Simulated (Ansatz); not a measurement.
Computed with PBE (plane waves to 420 eV, PAW; Ansatz, a first-principles code).

Electrostatic potential energy of an electron, averaged over planes parallel to the surface, in eV from the Fermi level, for a constructed model of the (100) surface of fcc Rh, a pseudomorphic layer of Ni in the host's stacking (bottom of the slab: a bare face, its two planes held):

(z (Å), V (eV)): (3.79, 5.04); (4.08, 5.04); (4.38, 5.04); (4.67, 5.03); (4.96, 5.03); (5.25, 5.01); (5.54, 4.99); (5.83, 4.93); (6.12, 4.81); (6.42, 4.56); (6.71, 4.00); (7.00, 2.81); (7.29, -0.07); (7.58, -7.61); (7.88, -16.84); (8.17, -21.37); (8.46, -18.74); (8.75, -10.66); (9.04, -3.49); (9.33, -4.47); (9.62, -12.60); (9.92, -20.06); (10.21, -21.45); (10.50, -16.12); (10.79, -7.41); (11.08, -3.13); (11.38, -8.00); (11.67, -16.69); (11.96, -21.58); (12.25, -19.68); (12.54, -11.97); (12.83, -4.20); (13.12, -3.87); (13.42, -11.33); (13.71, -19.28); (14.00, -21.65); (14.29, -17.15); (14.58, -8.48); (14.88, -3.03); (15.17, -6.54); (15.46, -15.22); (15.75, -21.17); (16.04, -20.52); (16.33, -13.60); (16.62, -5.27); (16.92, -3.44); (17.21, -10.12); (17.50, -18.46); (17.79, -21.77); (18.08, -18.27); (18.38, -10.06); (18.67, -4.76); (18.96, -8.19); (19.25, -13.03); (19.54, -13.70); (19.83, -9.19); (20.12, -2.29); (20.42, 1.90); (20.71, 3.36); (21.00, 4.06); (21.29, 4.39); (21.58, 4.55); (21.88, 4.63); (22.17, 4.66); (22.46, 4.68); (22.75, 4.69); (23.04, 4.69); (23.33, 4.70); (23.62, 4.70); (23.92, 4.70)

Slab: 7 atoms, 11.6 Å thick at the start; k 14x14x1, smearing 0.1 eV, dipole-corrected; 2 atoms held, the rest relaxed; held to the start's symmetry, so lower structures may exist; spin-polarised, ending with about 0.7 μB a cell; orders that need a larger cell were not tried, no spin-orbit, no U. It is one candidate, not shown to be the stable structure of the face.

Problem. The surface cell has an area of 7.33 Å². What dipole along the normal does the step between the two vacuum levels imply?

Solution. the top vacuum level lies 0.34 eV below the bottom one; p = −ε₀ A ΔV (ε₀ = 0.005526 e/(V·Å)) gives 0.01 e·Å a cell.
